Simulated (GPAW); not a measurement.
Worked example: self-consistent single point of Al (Fm-3m, 1 atom in the cell) in GPAW.

Method: PBEsol, GPAW PAW datasets PBEsol (made by gpaw-setup) (plane waves; GPAW).

The change in words: lattice scaled by 0.98; ecut: 550 eV → 605 eV. Reference geometry:
```yaml
crystal:
  lattice:
    - [0.00000, 2.03107, 2.03107]
    - [2.03107, 0.00000, 2.03107]
    - [2.03107, 2.03107, 0.00000]
  atoms:
    - { symbol: Al, position: [0.00000, 0.00000, 0.00000] }
```

Reference input (self-consistent single point, DFT PBEsol, plane waves, GPAW PAW datasets PBEsol (made by gpaw-setup)): mode = pw; ecut = 550 eV; xc = PBEsol; kpts = 7 7 7; mesh shift (steps) = 0 0 0; occupations.name = methfessel-paxton; occupations.width = 0.1 eV; occupations.order = 0; nbands = -7; symmetry.symmorphic = false; symmetry.tolerance = 0.0005; maxiter = 150. This run's input differs from it in these lines:

```diff
@@ -5,5 +5,5 @@
 atoms = Atoms(['Al'],
-              cell=[[0.000000, 2.031075, 2.031075],
-                    [2.031075, 0.000000, 2.031075],
-                    [2.031075, 2.031075, 0.000000]],
+              cell=[[0.000000, 1.990453, 1.990453],
+                    [1.990453, 0.000000, 1.990453],
+                    [1.990453, 1.990453, 0.000000]],
               positions=[[0.000000, 0.000000, 0.000000]],
@@ -11,3 +11,3 @@
 
-calc = GPAW(mode=PW(550),
+calc = GPAW(mode=PW(605),
             xc='PBEsol',
```

Output (repeated stretches shortened):

```
     iter     time        total  log10-change:
                         energy   eigst   dens
iter:   1 --:--:--    -4.130546
iter:   2 --:--:--    -4.130853   -2.96  -0.94
iter:   3 --:--:--    -4.131049c  -2.80  -0.96
iter:   4 --:--:--    -4.130730c  -5.38  -1.94
iter:   5 --:--:--    -4.130817c  -5.26  -2.42
iter:   6 --:--:--    -4.130827c  -6.57  -2.82
iter:   7 --:--:--    -4.130834c  -6.89  -3.29
iter:   8 --:--:--    -4.130830c  -6.89  -3.05
iter:   9 --:--:--    -4.130830c  -8.45c -5.07c
Converged after 9 iterations.

Dipole moment: (0.000000, 0.000000, 0.000000) |e|*Ang

Energy contributions relative to reference atoms: (reference = -6590.127727)

Kinetic:         +5.540940
Potential:       -3.240585
External:        +0.000000
XC:              -6.421913
Entropy (-ST):   -0.002294
Local:           -0.008124
SIC:             +0.000000
--------------------------
Free energy:     -4.131977
Extrapolated:    -4.130830

Showing only first 2 kpts
 Kpt  Band  Eigenvalues  Occupancy
  0     0     -3.90519    2.00000
  0     1     20.41880    0.00000
  0     2     20.41880    0.00000

  1     0     -3.14493    2.00000
  1     1     17.34404    0.00000
  1     2     17.34404    0.00000

Fermi level: 7.66379

No gap
No difference between direct/indirect transitions
Energy (eV): -4.13083

Forces in eV/Ang:
  0 Al    0.00000   -0.00000    0.00000

Stress tensor:
    -0.011939     0.000000    -0.000000
     0.000000    -0.011939    -0.000000
    -0.000000    -0.000000    -0.011939
Stress (GPa, Voigt): [-1.9128 -1.9128 -1.9128 -0.     -0.      0.    ]
```

The run converged in 9 iterations. GPAW prints stress with tension positive. Against the reference run the free energy goes down by 4.2 meV/atom and the pressure goes from -2.93 to 1.91 GPa.

The starting cell has typed, rounded lattice constants, without a prior relaxation at this level. Its lattice was rescaled by up to half a per cent. For this run, on top of that: lattice scaled by 0.98.
